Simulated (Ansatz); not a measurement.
Start from CdS in the zinc blende structure (space group F-43m, No. 216; a = 5.824 Å). Axes: x, y, z lie along the cube axes.

All numbers come from PBEsol (Ansatz, a quantum-chemistry and plane-wave program), no spin-orbit coupling.

Before the change:

| Item | Value |
|---|---|
| Gap character | direct at Γ |
| Volume per atom | 24.70 Å³ |

One thing is altered: compressive biaxial strain of 2.47 % in the plane normal to [110], as in epitaxy on a mismatched substrate; the out-of-plane cell vector and the atoms relax.

Question: Predict the new gap character and volume per atom.

Answer: The gap character is still direct at Γ; the volume per atom falls by 0.59 Å³, from 24.70 Å³ to 24.11 Å³.

Whether these cells are dynamically stable was not tested. k-point labels follow each cell's own Brillouin zone.
